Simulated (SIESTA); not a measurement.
Input and output of a self-consistent single point for Si2Mo (I4/mmm, 3 atoms in the cell) (SIESTA).

Computed with GGA PBEsol, numerical atomic orbitals DZP, PseudoDojo PBEsol standard norm-conserving potentials (rewritten from UPF to PSML) (SIESTA 5.4.2).

```
Si2Mo
1.0
   -1.61495     1.61495     3.93936
    1.61495    -1.61495     3.93936
    1.61495     1.61495    -3.93936
Si Mo
2 1
Cartesian
  0.00000   0.00000   5.23596
  0.00000   0.00000   2.64276
  0.00000   0.00000   0.00000
```

Reference input (self-consistent single point, DFT, GGA PBE, numerical atomic orbitals DZP, PseudoDojo PBE standard norm-conserving potentials (rewritten from UPF to PSML)): XC.functional = GGA; XC.authors = PBE; potentials = PseudoDojo PBE standard; PAO.BasisSize = DZP; PAO.EnergyShift = 0.01 Ry; MeshCutoff = 300 Ry; kgrid.MonkhorstPack = 14 14 14; OccupationFunction = MP; OccupationMPOrder = 0; ElectronicTemperature = 0.272 eV; MaxSCFIterations = 150; SCF.Mixer.Method = Broyden. This run's input differs from it in these lines:

```diff
@@ -1,2 +1,2 @@
-# files in the folder: Si.psml Mo.psml (PseudoDojo PBE standard)
+# files in the folder: Si.psml Mo.psml (PseudoDojo PBEsol standard)
 SystemName  Si2Mo
@@ -24,3 +24,3 @@
 XC.functional                GGA
-XC.authors                   PBE
+XC.authors                   PBEsol
 PAO.BasisSize                DZP
```

Output, abridged:

```
        iscf     Eharris(eV)        E_KS(eV)     FreeEng(eV)     dDmax    Ef(eV) dHmax(eV)
   scf:    1    -2104.729391    -2135.119236    -2135.152578  0.812604 -3.017100 15.172715
   scf:    2    -2146.568406    -2142.955008    -2142.965986  0.315512 -3.929217  3.388225
   scf:    3    -2143.349130    -2143.259360    -2143.269192  0.058817 -4.187330  0.531164
   scf:    4    -2143.317797    -2143.298364    -2143.308859  0.109910 -4.241550  0.489465
   scf:    5    -2143.139941    -2143.253286    -2143.263297  0.042330 -4.416601  1.184805
   [... 3 lines left out ...]
   scf:    9    -2143.305781    -2143.305780    -2143.316323  0.000109 -4.311969  0.018715
   scf:   10    -2143.305807    -2143.305800    -2143.316337  0.000389 -4.314168  0.002346
   scf:   11    -2143.305795    -2143.305797    -2143.316338  0.000104 -4.314174  0.000810
   scf:   12    -2143.305795    -2143.305796    -2143.316338  0.000065 -4.314247  0.000566
SCF Convergence by DM+H criterion
max |DM_out - DM_in|         :     0.0000654167
max |H_out - H_in|      (eV) :     0.0005660842
SCF cycle converged after 12 iterations

Using DM_out to compute the final energy and forces

siesta: E_KS(eV) =            -2143.3058

siesta: E_KS - E_eggbox =     -2143.3058

siesta: Atomic forces (eV/Ang):
     1    0.000233    0.000233    0.008753
     2   -0.000233   -0.000233   -0.008753
     3    0.000000    0.000000    0.000000
   Tot    0.000000    0.000000   -0.000000
   Max    0.008753
   Res    0.004129    sqrt( Sum f_i^2 / 3N )
   Max    0.008753    constrained

Stress tensor Voigt[x,y,z,yz,xz,xy] (kbar):       62.66       62.66       42.69        0.08        0.08        0.05
(Free)E + p*V (eV/cell)    -2144.7529
Target enthalpy (eV/cell)    -2143.3163

   [... lines left out ...]
siesta: FreeEng =     -2143.316338
   [... lines left out ...]
siesta:     0.039108    0.000033    0.000048
siesta:     0.000033    0.039108    0.000048
siesta:     0.000048    0.000048    0.026648

siesta: Cell volume =         41.096251 Ang**3

siesta: Pressure (static):
siesta:                Solid            Molecule  Units
siesta:          -0.00038071         -0.00038271  Ry/Bohr**3
siesta:          -0.03495488         -0.03513898  eV/Ang**3
siesta:         -56.00388720        -56.29884951  kBar
```

The run converged in 12 iterations. Against the reference run the pressure goes from -0.74 to -5.60 GPa and the largest force goes from 0.055 to 0.009 eV/Å.

The starting cell comes from a database of computed structures (which also holds hypothetical and non-ambient phases and stackings), without a prior relaxation at this level. Its lattice was rescaled by a random factor within 2.5 % of one. Spin polarisation is off. Values carry the incompleteness of an atom-centred basis. With a pressure of about -6 GPa the cell is away from its equilibrium volume at this level.

Cost on one core of a shared machine: roughly 2 min.
